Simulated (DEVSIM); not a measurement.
Structure: abrupt GaAs n-p junction, at 300 K.

```tsv
layer (left to right)	material	thickness (μm)	Nd (cm⁻³)	Na (cm⁻³)	τn (s)	τp (s)
1	GaAs	75.0	6.9e15	-	1e-8	1e-8
2	GaAs	0.450	-	2.5e15	1e-8	1e-8
```

Left contact: ohmic. Right contact: ohmic. Voltage is applied to the left contact. Recombination: SRH at mid-gap. Mobility is μmin + (μ − μmin)/(1 + (N/Nref)^α).

The device is made up for the run: typed textbook-type constants, with dimensions and the other settings drawn at random. Values at 300 K.

| parameter | GaAs |
|---|---|
| gap (eV) | 1.424 |
| affinity (eV) | 4.07 |
| permittivity | 12.9 |
| Nc (cm⁻³) | 4.7e17 |
| Nv (cm⁻³) | 9e18 |
| μn (cm²/Vs) | 8500 |
| μp (cm²/Vs) | 400 |
| μn,min | 500 |
| μp,min | 20 |
| Nref,n | 6e16 |
| Nref,p | 1.5e17 |
| αn | 0.39 |
| αp | 0.38 |

DEVSIM, 1D drift-diffusion, Boltzmann statistics, complete ionisation; no tunnelling, impact ionisation, image-force lowering or self-heating.

The doping Na of layer 2 was swept, all else fixed.

| doping Na of layer 2 (cm^-3) | dark forward voltage at 100 A/cm² (V) | potential step across the device at zero bias (V) | dark forward voltage at 1 A/cm² (V) | largest field in the device at zero bias (V/cm) |
|---|---|---|---|---|
| 7.5e13 | 0.992 | 1.013 | 0.738 | 18000 |
| 2.5e14 | ___ | 1.044 | ___ | 19000 |
| 7.5e14 | 1.065 | 1.072 | 0.810 | 21000 |
| 2.5e15 | 1.109 | 1.103 | 0.866 | 25000 |
| 7.5e15 | 1.145 | 1.132 | 0.911 | 33000 |
| 2.5e16 | 1.183 | 1.163 | 0.951 | 41000 |
| 7.5e16 | 1.213 | 1.191 | 0.983 | 45000 |

Question: Fill in the missing entries.

Answer: 
- 2.5e14, dark forward voltage at 100 A/cm² (V): 1.029
- 2.5e14, dark forward voltage at 1 A/cm² (V): 0.773
